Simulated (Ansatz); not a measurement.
# Pressure series in Ge3N4

Take Ge₃N₄ (space group P6_3/m, No. 176; a = 8.129 Å, c = 3.114 Å) as the base.

Cell and atoms are relaxed at each pressure.

Levels (all Ansatz, a quantum-chemistry and plane-wave program, PAW): PBE (420 eV, no spin-orbit coupling); PBEsol (420 eV, no spin-orbit coupling).

The base cell above is that of PBE; each level relaxes its own structures.

```
case              lattice parameter a, PBE  lattice parameter a, PBEsol
----------------  ------------------------  ---------------------------
pressure −2 GPa                    8.163 Å                      8.088 Å
pressure −1 GPa                    8.146 Å                      8.072 Å
pressure 0.3 GPa                   8.125 Å                      8.052 Å
pressure 0.7 GPa                   8.118 Å                      8.046 Å
pressure 1.5 GPa                   8.105 Å                      8.034 Å
pressure 3 GPa                     8.082 Å                      8.012 Å
pressure 5 GPa                     8.052 Å                      7.984 Å
pressure 7.5 GPa                   8.016 Å                      7.951 Å
pressure 10 GPa                    7.982 Å                      7.918 Å
```

PBE lies above PBEsol in every row, by 0.064 Å to 0.075 Å. They put the cases in the same order.

Load acts through the strain it causes; cell and atoms are relaxed under it. Whether these cells are dynamically stable was not tested. No other phases were tried under pressure.
